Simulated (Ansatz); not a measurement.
Functionals compared on O on the (0001) surface of wurtzite GaN (2x2 Ga adatom at T4; a constructed slab, bottom: 3 H on 4 bottom sites), one in a cell of 36 Å², started at the site 'over Ga at depth 1.7 Å', in Ansatz (plane waves, PAW). The structure was relaxed with PBE; the other rows are single points on it, each with its references at the same level. Cutoff 420 eV (500 eV for r2SCAN). The points keep PBE's geometry, so the relaxation of a polaron and the settling of charge on one site are left out.

Host crystal: wurtzite GaN, with a band gap (PBE, scalar-relativistic without spin-orbit coupling).

Set-up: 45 atoms, 13.9 Å thick at the start with caps and adatoms under the adsorbate (thin: gaps and levels are the slab's own); mesh 4x4x1; 0.01 eV smearing; dipole correction on; 23 atoms held, the rest relaxed; start symmetry kept, larger cells not searched; spin-polarised, no spin-orbit, no U, no dispersion correction. Its gap by band count is narrow, 0.06 eV on this mesh, and the smearing reaches across it. The starting moment vanished. At the end it is bonded to 2 Ga. In PBE it is, or lies within 0.03 eV of, the lowest of the starts that converged. These notes are the PBE run's. r2SCAN: The program's check for a lower electronic state was not made. Adsorption energies are against ½ O2(g). A negative adsorption energy means that the adsorbate is more stable on the surface than in its reference.

```csv
functional,adsorption energy (eV)
PBE,-3.02
RPBE,-2.84
r2SCAN,___
```

Question: Fill in the missing entries.

Answer: 
- r2SCAN, adsorption energy (eV): -3.27

Ansatz is an electronic-structure program.
